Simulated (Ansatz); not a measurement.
Functionals compared on the (20-21) surface of hcp Hf in its 1x1 cell, outermost plane spacing 0.22 Å in the ideal cut, in Ansatz (plane waves, PAW). The structure was relaxed with PBE; the other rows are single points on it, each with its references at the same level. Cutoff 420 eV (500 eV for r2SCAN).

Slab: 16 atoms, 9.6 Å thick at the start (thin: gaps and levels are the slab's own); k 12x4x1, smearing 0.1 eV, dipole-corrected; all atoms relaxed; held to the part of the start's symmetry that mesh and held atoms allow; no spin, no spin-orbit, no U. These notes are the PBE run's.

```
functional  surface energy (J/m²)  work function of the top face (eV)  rough cost of the single point
----------  ---------------------  ----------------------------------  ------------------------------
PBE                          1.85                                3.86                               –
LDA                    (withheld)                          (withheld)   around 9 core-minutes (rough)
PBEsol                       2.01                                3.93  around 11 core-minutes (rough)
RPBE                         1.74                                3.74     very roughly 8 core-minutes
r2SCAN                       2.04                                3.88  around 17 core-minutes (rough)
```

Problem. What belongs in the gaps?

Solution. 
- LDA, surface energy (J/m²): 2.05
- LDA, work function of the top face (eV): 4.09

Ansatz is a program for electronic structure.
